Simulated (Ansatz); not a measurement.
The starting structures come from a database of crystals and need not be the phases stable at ambient conditions.

The decay constant κ of evanescent states in the gap governs leakage through a thin film.

```xyz
10
Lattice="6.3564 0.0000 0.0000 0.1669 6.3542 0.0000 3.0947 -3.1771 4.4352" Properties=species:S:1:pos:R:3 pbc="T T T"
K      3.2617     3.1771     0.0000
Rb     3.1782     0.0000     2.2176
Rb     6.4399     3.1771     2.2176
Sc     0.0000     0.0000     0.0000
F      3.6221     2.8071     2.4861
F      5.9960     0.3700     1.9492
F      1.5270     4.9580     0.5165
F      8.0911    -1.7809     3.9188
F      5.0734     4.9419     0.0000
F      1.4499     1.4124     0.0000
```

Space group of this cell: I4/m. The cell is taken as given.

Transport runs along the normal of the first two printed cell vectors, the (110) plane of the conventional cell.

No gap correction and no spin-orbit coupling; mid-gap values are interpolated between computed energies.

Problem. Compute, with r2SCAN (Ansatz, an electronic-structure program), the band gap and the smallest decay constant κ at mid-gap.

Solution. Gap 7.62 eV on a 8×8×8 mesh; κ = 0.531 1/Å, at the zone centre.
